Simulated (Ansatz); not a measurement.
CsCl-type RuAl, treated with PBE-D3(BJ) (plane waves, PAW; Ansatz, a program for electronic structure).

Run with plane-wave cutoff 520 eV, 18×18×18 k mesh, Fermi–Dirac smearing 0.05 eV, no spin polarisation, scalar-relativistic PAW data made under PBE.

Pressure at four volumes; x = ln(V/13.141 Å³). One pressure is withheld.

| V (Å³/atom) | x | P (GPa) |
|---|---|---|
| 12.352 | -0.0619 | ? |
| 12.615 | -0.0409 | 9.79 |
| 13.141 | 0.0000 | 0.00 |
| 13.929 | 0.0582 | -11.22 |

Task: Pass a parabola P(x) through the three rows shown, estimate the bulk modulus and its pressure derivative near zero pressure, and predict the withheld pressure.

Result: Slopes between the rows: (0.00 − (9.79))/(0.0000 − (-0.0409)) = -239.36 and (-11.22 − (0.00))/(0.0582 − (0.0000)) = -192.78 GPa. Their difference over the span 0.0991 is c = 46.58/0.0991 = 470.0 GPa, so P(x) = 9.79 + (-239.36)(x − (-0.0409)) + 470.0 (x − (-0.0409))(x − (0.0000)). At the middle row B = −dP/dx = −[-239.36 + 470.0 × 0.0409] = 220.1 GPa, and B′ = dB/dP = 2c/B = 4.3. At x = -0.0619 the parabola gives 15.43 GPa; the run gives 15.53 GPa. The Birch–Murnaghan fit to the energies at all volumes has B0 = 219 GPa and B′ = 4.4.
